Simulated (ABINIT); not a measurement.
ABINIT run on Y2Ge3 (P-6m2, 5 atoms in the cell): self-consistent single point.

Method of the run: PBEsol, norm-conserving pseudopotentials (PseudoDojo nc-sr-04 PBEsol standard) (plane waves; ABINIT 10.0.3).

The change in words: lattice scaled by 0.98. Reference geometry:
```
CELL_PARAMETERS angstrom
      4.39243     0.00000     0.00000
     -2.19622     3.80396     0.00000
      0.00000     0.00000     7.10729
ATOMIC_POSITIONS crystal
  Y  0.00000 0.00000 0.72993
  Y  0.00000 0.00000 0.27007
  Ge 0.33333 0.66667 0.00000
  Ge 0.66667 0.33333 0.50000
  Ge 0.66667 0.33333 0.00000
```

Reference input (self-consistent single point, DFT, PBEsol, plane waves, norm-conserving pseudopotentials (PseudoDojo nc-sr-04 PBEsol standard)): pseudos = [Y.upf, Ge.upf]; ecut = 39 Ha; occopt = 3; tsmear = 0.1 eV; ngkpt = 7 7 4; nshiftk = 1; shiftk = 0 0 0; potentials = PseudoDojo nc-sr-04 PBEsol standard; nband = 41; kptopt = 1; nstep = 50; tolvrs = 1e-11. This run's input differs from it in these lines:

```diff
@@ -5,5 +5,5 @@
 rprim
-         4.3924300206   -0.0000000048    0.0000000000
-        -2.1962150062    3.8039559846    0.0000000000
-         0.0000000000    0.0000000000    7.1072900000
+         4.3045812895    0.0000001828    0.0000000000
+        -2.1522908031    3.7278766579    0.0000000000
+         0.0000000000    0.0000000000    6.9651440000
 natom 5
@@ -13,7 +13,7 @@
 xcart
-         0.0000000000    0.0000000000    9.8035669012
-         0.0000000000    0.0000000000    3.6272646870
-         0.0000000052    4.7922899976    0.0000000000
-         4.1502448829    2.3961449943    6.7154157941
-         4.1502448829    2.3961449943    0.0000000000
+         0.0000000000    0.0000000000    9.6074952873
+         0.0000000000    0.0000000000    3.5547192912
+        -0.0000001995    4.6964440551    0.0000000000
+         4.0672397594    2.3482222003    6.5811072893
+         4.0672397594    2.3482222003    0.0000000000
 ecut 39 Ha
```

Output (repeated stretches shortened):

```
--- !BeginCycle
solver: {iscf: 7, nstep: 50, nline: 4, wfoptalg: 0, }
tolerances: {tolvrs: 1.00E-11, }
...

     iter   Etot(hartree)      deltaE(h)  residm     vres2
 ETOT  1  -345.15776744112    -3.452E+02 7.983E-01 1.659E+03
 ETOT  2  -349.06330068913    -3.906E+00 3.097E-02 1.936E+03
 ETOT  3  -349.23089799046    -1.676E-01 1.797E-02 4.091E+02
 ETOT  4  -349.26919512472    -3.830E-02 1.224E-02 2.339E+01
 ETOT  5  -349.27218948346    -2.994E-03 3.023E-03 3.551E-01
   [... 4 lines left out ...]
 ETOT 10  -349.27222735476    -4.047E-10 1.418E-03 2.337E-08
 ETOT 11  -349.27222735476    -1.933E-12 6.880E-04 3.858E-09
 ETOT 12  -349.27222735476     6.878E-12 5.699E-04 1.819E-10
 ETOT 13  -349.27222735476    -5.400E-12 4.959E-04 4.856E-12
 At SCF step   13       vres2   =  4.86E-12 < tolvrs=  1.00E-11 =>converged.

 Cartesian components of stress tensor (hartree/bohr^3)
  sigma(1 1)= -4.91812365E-05  sigma(3 2)=  0.00000000E+00
  sigma(2 2)= -4.91812360E-05  sigma(3 1)=  0.00000000E+00
  sigma(3 3)= -5.08426243E-05  sigma(2 1)=  1.58198444E-13

 ----iterations are completed or convergence reached----

 reduced coordinates (array xred) for    5 atoms
       0.000000000000      0.000000000000      0.729929996806
       0.000000000000      0.000000000000      0.270069998817
       0.333333333333      0.666666666667     -0.000000002189
       0.666666666667      0.333333333333      0.499999997811
       0.666666666667      0.333333333333     -0.000000002189
 cartesian forces (eV/Angstrom) at end:
    1     -0.00000000000000     0.00000000000000     0.25333652334072
   [... lines left out ...]
 Fermi (or HOMO) energy (eV) =   6.80874   Average Vxc (eV)= -10.88369
   [... lines left out ...]
total_energy        : -3.49272227354762E+02
total_energy_eV     : -9.50418065018761E+03
band_energy         : -2.94505265986975E+01
...

-Cartesian components of stress tensor (GPa)         [Pressure=  1.4633E+00 GPa]
- sigma(1 1)= -1.44696169E+00  sigma(3 2)=  0.00000000E+00
- sigma(2 2)= -1.44696167E+00  sigma(3 1)=  0.00000000E+00
- sigma(3 3)= -1.49584140E+00  sigma(2 1)=  4.65435812E-09

 Calculation completed.
```

The run converged in 13 iterations. Against the reference run the free energy falls by 5.4 meV/atom, the pressure goes from -2.53 to 1.46 GPa and the largest force goes from 0.199 to 0.253 eV/Å.

The starting cell comes from a database of computed structures (which also holds hypothetical and non-ambient phases and stackings), without a prior relaxation at this level. For this run, on top of that: lattice scaled by 0.98.

Cost on one core of a shared machine: roughly 7 min.
